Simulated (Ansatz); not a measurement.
The reference is SiC in the zinc blende structure (space group F-43m, No. 216).

```xyz
2
Lattice="0.0000 2.1645 2.1645 2.1645 0.0000 2.1645 2.1645 2.1645 0.0000" Properties=species:S:1:pos:R:3 pbc="T T T"
Si     0.0000     0.0000     0.0000
C      1.0822     1.0822     1.0822
```

Cartesian axes are those of the cell as printed.

Computed with Kohn–Sham DFT with the LDA functional, run in Ansatz (an electronic-structure program) with PAW and 420 eV plane waves, spin-orbit coupling left out.

Base values:

The electron mass is 0.68 mₑ along k, 0.23 mₑ across (at X). The band gap is 1.30 eV.

Modification: tensile biaxial strain of 2.00 % in the plane normal to [001], as in epitaxy on a mismatched substrate; the out-of-plane cell vector and the atoms relax.

Problem. Estimate the effect on the electron mass, band gap and ratio −ε⊥/ε∥.

Solution. The electron mass goes from 0.68 mₑ along k, 0.23 mₑ across (at X) to 0.64 mₑ along k, 0.24 mₑ across (at X); the band gap decreases by 0.33 eV, from 1.30 eV to 0.97 eV; the ratio −ε⊥/ε∥ comes out as 0.73.

Masses are band curvatures over ±0.01 Å⁻¹ around the edge. Along k means along the line from Γ to the band edge. Stability against distortions was not tested.
